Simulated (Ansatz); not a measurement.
**Hypothetical rock salt BN under a change: 3 layers**

Start from BN in the rock salt structure (space group Fm-3m, No. 225; a = 3.5035 Å; a hypothetical phase, not in the database extracts checked). Axes: x, y, z lie along the cube axes.

The change: a free-standing slab of 3 layers (6 atoms, 2 a layer) is cut normal to the z axis, with 15 Å of vacuum and the in-plane cell held at bulk.

Computed with Ansatz (a first-principles code) PBE, no spin-orbit coupling. Γ-centred 13×13×1 mesh, Fermi–Dirac width 0.05 eV, for the changed cell.

* **Layer's space group (with vacuum)**: P4/mmm (No. 123)
* **Shortest interatomic distance**: 1.621 Å (base 1.752 Å)
* **Band gap**: zero (base 1.13 eV)
* **Excess energy per area of both faces (slab less bulk energy over the cell's area: twice a surface energy)**: 0.6 J/m² (uncertain by up to 0.2 J/m²)
* **Thickness between the outermost nuclei**: 3.49 Å
* **Change of the spacing d12 from its bulk value of 1.752 Å**: -4.0 %

Final structure:

```xyz
6
Lattice="2.4773 0.0000 0.0000 0.0000 2.4773 0.0000 0.0000 0.0000 18.5035" Properties=species:S:1:pos:R:3 pbc="T T T"
N      0.6193    -0.6193     7.5079
B      1.8580     0.6193     7.6312
N      1.8580    -1.8580     9.2517
B      3.0967    -0.6193     9.2517
N      3.0967    -3.0967    10.9956
B      4.3353    -1.8580    10.8723
```

The excess energy carries the mismatch between the slab's and the bulk's meshes. Whether these cells are dynamically stable was not tested. The final runs are not spin-polarised. The zero or small gap of BN can change with the level of theory.
